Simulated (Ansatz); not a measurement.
Output of an Ansatz run (abridged):

```
WARN the atoms were moved onto the symmetric positions of the space group found under crystal.symmetry.tolerance 1.0e-5 (fractional …
WARN ansatz: RAYON_NUM_THREADS=1 ignored (pool sized by the plan → 1); use --threads N
Pseudopotentials: kind: paw
Pseudopotential: Y, paw, valence charge 11
Pseudopotential: Cu, paw, valence charge 19
Crystal: 6 atoms, lattice volume = 86.638 Å³
Basis set: ecut = 420 eV, 1687 PW (Γ)
Bands: 64, of which v1, the nominal top of the filled ones, is band 53 counted from 1 (52 counted from 0)
Symmetry: 12 space group operations
Space group: P6mm (ITA 183), of the structure as read, at distance tolerance 4.4e-5 Å
k-points: 28 of 216 (time reversal used)
PAW frozen core: Y, regenerated for the run's functional, and the local potential with it
PAW frozen core: Cu, regenerated for the run's functional, and the local potential with it
Initial density: superposition of atomic densities (neutral atoms: chi_scale 0, normalization atom), corrected by the library's trained network
Initial wavefunctions: pseudopotential atomic-orbital guess
Eigensolver: davidson
Functional: x = slater, c = lda
SCF iter   1: F=—  HF=-36525.320030 eV  |F-HF|=—  |Δ(HF+E_count)|=         —  Δρ=1.77e-2  dr2=1.23e-1  ethr=1.77e-3  ⟨swp⟩=5.7  Hψ=5497  notcnv=0  defer=26
all-band conjugate gradients solve this SCF's bands
preconditioner: auto → Kerker (q_TF=auto, 2.822 Å⁻¹)
SCF iter   2: F=—  HF=-36525.290855 eV  |F-HF|=—  |Δ(HF+E_count)|=   2.92e-2  Δρ=2.75e-3  dr2=9.86e-3  ethr=1.16e-4  ⟨swp⟩=2.0  Hψ=3091  notcnv=0  defer=55
SCF iter   3: F=—  HF=-36525.289204 eV  |F-HF|=—  |Δ(HF+E_count)|=   1.65e-3  Δρ=2.18e-3  dr2=4.82e-3  ethr=9.30e-6  ⟨swp⟩=1.5  Hψ=1749  notcnv=0  defer=55
SCF iter   4: F=—  HF=-36525.287921 eV  |F-HF|=—  |Δ(HF+E_count)|=   1.28e-3  Δρ=4.69e-4  dr2=4.83e-4  ethr=4.54e-6  ⟨swp⟩=1.8  Hψ=2043  notcnv=0  defer=55
SCF iter   5: F=—  HF=-36525.287814 eV  |F-HF|=—  |Δ(HF+E_count)|=   1.07e-4  Δρ=3.49e-4  dr2=8.35e-5  ethr=4.56e-7  ⟨swp⟩=2.1  Hψ=2577  notcnv=0  defer=55
SCF iter   6: F=—  HF=-36525.287823 eV  |F-HF|=—  |Δ(HF+E_count)|=   8.71e-6  Δρ=1.07e-4  dr2=8.90e-6  ethr=7.87e-8  ⟨swp⟩=2.0  Hψ=2536  notcnv=0  defer=55
SCF iter   7: F=—  HF=-36525.287824 eV  |F-HF|=—  |Δ(HF+E_count)|=   1.01e-6  Δρ=4.69e-5  dr2=1.36e-6  ethr=8.40e-9  ⟨swp⟩=2.1  Hψ=2943  notcnv=0  defer=55
SCF iter   8: F=-36525.287824 eV  HF=-36525.287824 eV  |F-HF|=6.42e-9  |Δ(HF+E_count)|=   3.32e-8  Δρ=9.61e-6  dr2=7.64e-8  ethr=9.43e-11  ⟨swp⟩=7.3  Hψ=7061  notcnv=0
SCF 1 converged in 8 iterations: F = -36525.287824 eV  dr2 = 7.64e-8
SCF converged after 8 iterations
Free energy (F): -36525.287824 eV
Harris-Foulkes:  -36525.287824 eV  (|F-HF|=6.42e-9)
Internal energy: -36525.168882 eV  (E = F + TS)
E sigma→0 (E₀):  -36525.228353 eV
Entropy (-TS):   -0.118942 eV (-19.824 meV/atom)
Fermi energy:    14.880404 eV
--- Per-component energies (eV) ---
  E_band       = -2049.435060
  E_kinetic    = 1809.819283
  E_local      = -24533.196330  (includes V_loc(G=0)·N_el)
  E_nonlocal   = 2011.436568
  E_hartree    = 10869.613898
  E_xc         = -619.923077
  E_vxc        = -779.872396  (∫ρ·V_xc dr)
  E_paw        = -10679.658301  (= ΣΔE_a)
  E_vpaw       = -2296.852756  (= ΣTr[D̂ρ^β])
  E_aug_tail   = 0.001079  (compensation charges beyond the density's cutoff)
  E_ewald      = -15385.839886
  E_core_change = 2.577886  (= ΣΔE_core)
  E_smearing   = -0.118942  (= −TS)
  E_closure    = 0.000000  (closes the sum)
  Σ components = -36525.287824   (vs F -36525.287824, Δ=0.00e0)
--- Forces (eV/Å), atoms counted from 1 ---
  atom   1  Y      0.00000000     0.00000000    -0.04964056
  atom   2  Cu     0.00000000     0.00000000    -0.02592435
  atom   3  Cu     0.00000000    -0.00000000    -0.02592435
  atom   4  Cu     0.00000000    -0.00000000     0.03383554
  atom   5  Cu     0.00000000     0.00000000     0.03383554
  atom   6  Cu     0.00000000     0.00000000     0.03383554
  max |Σ_I F_I| component: 1.74e-5 eV/Å
--- Stress (GPa, compression-positive) ---
       -6.011446       0.000000       0.000000
        0.000000      -6.011446       0.000000
        0.000000       0.000000      -6.225853
  P = ⅓ Tr σ = -6.0829 GPa (-60.829 kbar)
  The stress holds the Pulay correction. Without it, at fixed plane waves, as pw.x and ABINIT print it: P = -6.1503 GPa
--- Band table (eV; the first three rows and the last of 28) ---
  k-point 0: bands = ["-97.2691", "-97.2674", "-97.1196", "-97.1101", "-97.1101", "-55.1026", "-55.0808", "-55.0808", "-55.0766", "-55.0745", "-55.0745", "-54.9787", "-54.9479", "-54.9479", "-54.9223", "-54.9223", "-54.9080", "-54.9022", "-54.8772", [...]
  k-point 1: bands = ["-97.2690", "-97.2674", "-97.1197", "-97.1101", "-97.1101", "-55.0971", "-55.0833", "-55.0829", "-55.0829", "-55.0738", "-55.0738", "-54.9720", "-54.9483", "-54.9483", "-54.9202", "-54.9202", "-54.9136", "-54.9022", "-54.8776", [...]
  k-point 2: bands = ["-97.2687", "-97.2674", "-97.1200", "-97.1101", "-97.1101", "-55.0947", "-55.0871", "-55.0871", "-55.0851", "-55.0724", "-55.0724", "-54.9604", "-54.9490", "-54.9490", "-54.9259", "-54.9160", "-54.9160", "-54.9022", "-54.8782", [...]
  k-point 27: bands = ["-97.2680", "-97.2680", "-97.1151", "-97.1151", "-97.1101", "-55.0898", "-55.0867", "-55.0867", "-55.0807", "-55.0807", "-55.0708", "-54.9382", "-54.9354", "-54.9354", "-54.9230", "-54.9230", "-54.9141", "-54.9098", [...]
```

The structure:

```
CELL_PARAMETERS angstrom
      4.98769     0.00000     0.00000
     -2.49385     4.31947     0.00000
      0.00000     0.00000     4.02142
ATOMIC_POSITIONS crystal
  Y  0.00000 0.00000 0.01243
  Cu 0.33333 0.66667 0.00000
  Cu 0.66667 0.33333 0.00000
  Cu 0.50000 0.00000 0.50000
  Cu 0.50000 0.50000 0.50000
  Cu 0.00000 0.50000 0.50000
```

Problem. Reconstruct the input of this run.

Solution. Other spellings and defaults could give the same log, and not every line can be read from it. The input that was run (DFT, LDA (PW92), plane waves, default PAW files made with PBE):

Ansatz 0.2 input:
```yaml
# YCu5
crystal:
  lattice:
    - [4.987692, 0.000000, 0.000000]
    - [-2.493846, 4.319468, 0.000000]
    - [0.000000, 0.000000, 4.021419]
  atoms:
    - { symbol: Y, position: [0.000000, 0.000000, 0.012433] }
    - { symbol: Cu, position: [0.333333, 0.666667, 0.000000] }
    - { symbol: Cu, position: [0.666667, 0.333333, 0.000000] }
    - { symbol: Cu, position: [0.500000, 0.000000, 0.500000] }
    - { symbol: Cu, position: [0.500000, 0.500000, 0.500000] }
    - { symbol: Cu, position: [0.000000, 0.500000, 0.500000] }
basis:
  ecutwfc: 420.0
kpoints:
  mp_grid: { grid: [6, 6, 6] }
hamiltonian:
  xc: lda
  pseudopotentials: { kind: paw }
scf:
  occupations: { method: fermi_dirac, width: 0.1 }
output:
  forces: true
  eigenvalues: true
  stress: true
```

The starting cell comes from a database of computed structures (which also holds hypothetical and non-ambient phases and stackings), without a prior relaxation at this level. Its lattice was rescaled by up to half a per cent. One atom was moved a little off its site on purpose. Spin polarisation is off. With a pressure of about -6 GPa the cell is away from its equilibrium volume at this level. Ansatz's pressure includes its estimate of the finite-basis (Pulay) stress.

Ansatz is a program for electronic structure.
